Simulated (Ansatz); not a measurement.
The starting structures come from a database of crystals and need not be the phases stable at ambient conditions.

 Where the default PAW files enter, the runs use the earlier of Ansatz's two default sets.

Consider the following.

```xyz
3
Lattice="4.5950 0.0000 0.0000 0.0000 6.4983 0.0000 2.2975 3.2492 2.2975" Properties=species:S:1:pos:R:3 pbc="T T T"
Na     2.2975     1.6246     0.0000
Na     4.5950     8.1229     2.2975
S      0.0000     0.0000     0.0000
```

Space group of this cell: Fm-3m, anti-fluorite. The cell is taken as given.

Transport runs along the normal of the first two printed cell vectors, the (110) plane of the conventional cell.

The gap is the functional's own. No spin-orbit coupling. Mid-gap values are interpolated on the energy grid.

Problem. State the band gap and the smallest decay constant κ at mid-gap according to r2SCAN in Ansatz (a quantum-chemistry and plane-wave program).

Solution. Gap 3.11 eV on a 14×14×14 mesh; κ = 0.259 1/Å, at the zone centre.
